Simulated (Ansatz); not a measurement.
Take Cu in the fcc (Cu type) structure (space group Fm-3m, No. 225; a = 3.577 Å) as the base.

Computed with Ansatz (a program for electronic structure) r2SCAN, without spin-orbit coupling.

Base values:

| Item | Result |
|---|---|
| Lattice parameter a | 3.577 Å |

It is then changed as follows: a hydrostatic pressure of 9 GPa.

Problem. What does the calculation give for the lattice parameter a after the change?

Solution. The lattice parameter a falls by 0.058 Å (3.577 Å → 3.519 Å).

Load acts through the strain it causes; cell and atoms are relaxed under it. No phonon test of stability was made. No other phases were tried under pressure. The final runs are not spin-polarised.
